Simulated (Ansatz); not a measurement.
Ansatz (an electronic-structure program) run on a (111) slab of NbH2 (cut from a parent of space group no. 225; 12 atoms in the cell): self-consistent single point.

Computed with PBEsol, default PAW files made with PBE (plane waves; Ansatz).

```
CELL_PARAMETERS angstrom
      3.24701     0.00000     0.00000
      1.62350     2.81199     0.00000
      0.00000     0.00000    23.27910
ATOMIC_POSITIONS crystal
  H  0.33333 0.33333 0.30070
  H  0.00000 0.00000 0.35764
  H  0.66667 0.66667 0.41459
  H  0.33333 0.33333 0.47153
  H  0.00000 0.00000 0.52847
  H  0.66667 0.66667 0.58541
  H  0.33333 0.33333 0.64236
  H  0.00000 0.00000 0.69930
  Nb 0.66667 0.66667 0.32917
  Nb 0.00000 0.00000 0.44306
  Nb 0.33333 0.33333 0.55695
  Nb 0.66667 0.66667 0.67083
```

Reference input (self-consistent single point, DFT, PBEsol, plane waves, default PAW files made with PBE): basis.ecutwfc = 420 eV; kpoints.mp_grid.grid = 11 11 1; hamiltonian.xc = pbesol; hamiltonian.pseudopotentials = {kind: paw} (the program's default PAW files); scf.occupations.method = gaussian; scf.occupations.width = 0.1 eV. This run's input differs from it in these lines:

Ansatz 0.2 input:
```diff
@@ -21,3 +21,3 @@
 kpoints:
-  mp_grid: { grid: [11, 11, 1] }
+  mp_grid: { grid: [9, 9, 1] }
 hamiltonian:
```

Log, with long lists cut:

```
SCF iter   1: F=—  HF=-18108.849713 eV  |F-HF|=—  |Δ(HF+E_count)|=         —  Δρ=6.35e-3  dr2=1.28e-1  ethr=1.77e-3  ⟨swp⟩=8.6  Hψ=2506  notcnv=0
all-band conjugate gradients solve this SCF's bands
preconditioner: auto → LDOS
SCF iter   2: F=—  HF=-18108.836711 eV  |F-HF|=—  |Δ(HF+E_count)|=   1.30e-2  Δρ=1.89e-3  dr2=6.42e-3  ethr=2.13e-4  ⟨swp⟩=2.0  Hψ=807  notcnv=0  defer=23
   [... lines left out ...]
SCF iter   5: F=—  HF=-18108.837049 eV  |F-HF|=—  |Δ(HF+E_count)|=   2.36e-5  Δρ=8.85e-5  dr2=1.08e-4  ethr=1.23e-6  ⟨swp⟩=1.1  Hψ=463  notcnv=0  defer=23
SCF iter   6: F=—  HF=-18108.837038 eV  |F-HF|=—  |Δ(HF+E_count)|=   1.11e-5  Δρ=2.95e-5  dr2=9.11e-6  ethr=1.81e-7  ⟨swp⟩=1.8  Hψ=501  notcnv=0  defer=23
SCF iter   7: F=—  HF=-18108.836898 eV  |F-HF|=—  |Δ(HF+E_count)|=   1.40e-4  Δρ=9.00e-6  dr2=7.73e-7  ethr=1.52e-8  ⟨swp⟩=2.1  Hψ=599  notcnv=0  defer=23
SCF iter   8: F=-18108.836898 eV  HF=-18108.836898 eV  |F-HF|=6.45e-9  |Δ(HF+E_count)|=   1.29e-7  Δρ=3.16e-6  dr2=5.99e-8  ethr=1.67e-10  ⟨swp⟩=12.5  Hψ=2637  notcnv=0
SCF 1 converged in 8 iterations: F = -18108.836898 eV  dr2 = 5.99e-8
Free energy (F): -18108.836898 eV
Internal energy: -18108.783182 eV  (E = F + TS)
E sigma→0 (E₀):  -18108.810040 eV
Entropy (-TS):   -0.053716 eV (-4.476 meV/atom)
Fermi energy:    4.281618 eV
--- Forces (eV/Å), atoms counted from 1 ---
  atom   1  H      0.00000000     0.00000000    -0.37520845
  atom   2  H      0.00000000    -0.00000000    -0.19936101
  atom   3  H      0.00000000     0.00000000    -0.26157363
  atom   4  H      0.00000000    -0.00000000    -0.03417043
  atom   5  H     -0.00000000     0.00000000     0.03417043
  atom   6  H     -0.00000000    -0.00000000     0.26157363
  atom   7  H      0.00000000     0.00000000     0.19936101
  atom   8  H     -0.00000000    -0.00000000     0.37520845
   [... lines left out ...]
  atom  12  Nb     0.00000000     0.00000000    -1.42196767
--- Stress (GPa, compression-positive) ---
       -6.339738      -0.000000       0.000000
       -0.000000      -6.339738      -0.000000
        0.000000      -0.000000      -3.976833
  P = ⅓ Tr σ = -5.5521 GPa (-55.521 kbar)
  The stress holds the Pulay correction. Without it, at fixed plane waves, as pw.x and ABINIT print it: P = -5.6302 GPa
```

The run converged in 8 iterations. Against the reference run the free energy goes up by 2.1 meV/atom and the largest force goes from 1.389 to 1.422 eV/Å.

The starting cell comes from a database of computed structures (which also holds hypothetical and non-ambient phases and stackings), without a prior relaxation at this level. The slab is cut from that crystal, and its faces are unrelaxed. Its lattice was rescaled by up to half a per cent. Spin polarisation is off. Forces in this geometry exceed 1 eV/Å.
